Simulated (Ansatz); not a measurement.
**A computed series for TiBe2: pressure series**

Take TiBe₂ in the cubic Laves (MgCu2 type) structure (space group Fd-3m, No. 227; a = 6.371 Å; a cell from a computed database, its experimental status unchecked) as the base.

Cell and atoms are relaxed at each pressure.

The values are results of PBEsol (Ansatz, a first-principles code, PAW, no spin-orbit coupling), not measurements.

```
P (GPa)  V (Å³/atom)
-------  -----------
-2.00         10.949
-1.00         10.860
0.30          10.750
0.70          10.717
1.50          10.653
3.00          10.536
5.00          10.389
7.49          10.217
9.99          10.056
```

### Question
Fit a third-order Birch–Murnaghan equation of state.

### Answer
Least squares on P(V) = (3B₀/2)[(V₀/V)^(7/3) − (V₀/V)^(5/3)]·[1 + (3/4)(B₀′ − 4)((V₀/V)^(2/3) − 1)] gives V₀ = 10.78 Å³/atom, B₀ = 129 GPa and B₀′ = 3.4.

Load acts through the strain it causes; cell and atoms are relaxed under it. Whether these cells are dynamically stable was not tested. No other phases were tried under pressure. The final runs are not spin-polarised. TiBe2 has a high density of states at the Fermi level and may be magnetic at this level.
